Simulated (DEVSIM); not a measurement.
Device: abrupt Ge n-p junction, at 300 K.

```
layer (left to right)  material  thickness (μm)  Nd (cm⁻³)  Na (cm⁻³)  τn (s)  τp (s)
---------------------  --------  --------------  ---------  ---------  ------  ------
1                            Ge            1.30     6.8e15          -  1.2e-7  1.2e-7
2                            Ge            1.60          -     1.3e14  1.2e-7  1.2e-7
```

Left contact: ohmic. Right contact: ohmic. Voltage is applied to the left contact. Recombination: SRH at mid-gap. Mobility is constant in doping.

The device is made up for the run: typed textbook-type constants, with dimensions and the other settings drawn at random. Values at 300 K.

```csv
parameter,Ge
gap (eV),0.664
affinity (eV),4
permittivity,16
Nc (cm⁻³),1.04e19
Nv (cm⁻³),6e18
μn (cm²/Vs),3900
μp (cm²/Vs),1900
```

Simulated with DEVSIM: 1D drift-diffusion, Boltzmann statistics, complete ionisation; no tunnelling, impact ionisation, image-force lowering or self-heating.

The thickness of layer 2 was swept, all else fixed.

| thickness of layer 2 (μm) | dark forward voltage at 100 A/cm² (V) | largest field in the device at zero bias (V/cm) |
|---|---|---|
| 0.32 | 0.083 | 5700 |
| 0.56 | 0.109 | 4600 |
| 0.96 | 0.145 | 4300 |
| 1.6 | 0.178 | 4200 |
| 2.7 | ___ | 4200 |
| 4.8 | 0.249 | 4200 |
| 8 | 0.302 | 4200 |

Q: What belongs in the gaps?

A: 
- 2.7, dark forward voltage at 100 A/cm² (V): 0.208
